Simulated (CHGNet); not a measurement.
Fluorite PbF₂ (high-temperature phase)

Computed with the machine-learned potential CHGNet 0.3.0 (trained on PBE and PBE+U data).

Cell (relaxed at this level):

```xyz
3
Lattice="0.0000 3.0011 3.0011 3.0011 0.0000 3.0011 3.0011 3.0011 0.0000" Properties=species:S:1:pos:R:3 pbc="T T T"
Pb     0.0000     0.0000     0.0000
F      1.5005     1.5005     1.5005
F      4.5016     4.5016     4.5016
```

```yaml
lattice_constant_a: 6.002 Å
volume_per_atom: 18.02 Å³/atom
```

Measured, for comparison: lattice constant a 5.94 Å, equilibrium volume per atom 17.46 Å³/atom (temperature not stated, no zero-point or thermal correction; as tabulated in Cadelano and Cappellini (2011), arXiv:1107.5962). Computed (rounded) less measured: lattice constant a +1.0 %, equilibrium volume per atom +3.2 %.

A machine-learned potential is trained on density-functional data: it inherits that level's misses and adds fitting errors of its own.

Note: the model gives imaginary modes for this phase (in the spectrum interpolated from a supercell).
